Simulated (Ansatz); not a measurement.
Cu: strain along the normal

Cu (fcc, Fm-3m, 11.315 Å³/atom and stress up to 0.01 GPa in the relaxed cell) under an equal strain ε in the (001) plane with the normal axis free, as in a coherent film. PBEsol in Ansatz, a plane-wave DFT program (PAW, default set), 420 eV, 32×32×32 Γ-centred mesh, Fermi-Dirac smearing 0.10 eV.

Here s stands for strain and y for normal strain.

| strain (%) | normal strain (%) |
|---|---|
| -1.50 | 2.05 |
| -1.00 | 1.37 |
| -0.50 | 0.69 |
| 0.00 | 0.00 |
| 0.50 | -0.71 |
| 1.00 | -1.43 |
| 1.50 | -2.16 |
| 3.00 | ? |

Using a straight line, estimate the missing y at s = 3.00 from the other rows, showing the fit.

Means: s 0, y -0.027. About the means, the sum of products is -9.8150 and the sum of squares of s is 7.0000; the slope is their ratio. Least squares gives y = -0.027 - 1.4021·s. Residuals (row less fit): -0.026, -0.005, 0.016, 0.027, 0.018, -0.001, -0.030; standard error 0.024 (degrees of freedom: 5). The slope, about -1.4, is the elastic response of the normal axis, −2C12/C11 for this plane. At the withheld row, y = -0.027 - 1.4021 × 3.0 = -4.233%. The calculation gives -4.44%, 0.207% below the prediction (3.2 % of the range of y in the table). The row lies outside the fitted rows, so this is an extrapolation. From the scatter of the fitted rows alone, a prediction at this place has a standard error of 0.038%, so the miss is 5.4 times that.

A polynomial of degree 2 through the 12 other runs of the series gives -4.42 there, so most of the miss is curvature that the fit leaves out. In a metal these values are sensitive to mesh and smearing; energies are taken to zero smearing, stresses follow the free energy. Rows are the converged runs of the series near zero and its far end; series whose fitted rows scatter by over a few per cent of the range, as at a crossing or softening among them, aren't shown in this form, nor equations of state whose B0' disagrees with the runs' pressures. Most that stay on the fit to the last digits aren't either.
